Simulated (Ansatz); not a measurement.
For double-hcp La, revPBE (plane waves, PAW; Ansatz, a quantum-chemistry and plane-wave program) gives:

| Quantity | Value |
|---|---|
| lattice constant a | 3.814 Å |
| lattice parameter c | 12.243 Å |
| bulk modulus B0 | 23.7 GPa |

Q: What does r²SCAN+SOC in Ansatz (plane waves, PAW) give for the same quantities?

A: 
- lattice constant a: 3.783 Å (falls by 0.8 %)
- lattice parameter c: 12.047 Å (falls by 1.6 %)
- bulk modulus: 23.1 GPa (shrinks by 2.5 %)

For comparison: lattice constant a 3.774 Å (measured, 293 K, not corrected to a static lattice; as tabulated in Wikipedia's data pages); lattice parameter c 12.171 Å (measured, 293 K, no zero-point or thermal correction; as tabulated in Wikipedia's data pages); bulk modulus 27.9 GPa (measured, room temperature, not corrected to a static lattice; as tabulated in Wikipedia's data pages).

Changes are worked out from the printed values.

Unless a cell is named, each level is at its own relaxed cell (revPBE 38.56, r²SCAN+SOC 37.32 Å³/atom).

Ansatz's density-functional and Hartree–Fock values are scalar-relativistic unless marked +SOC, with PAW data made under PBE.
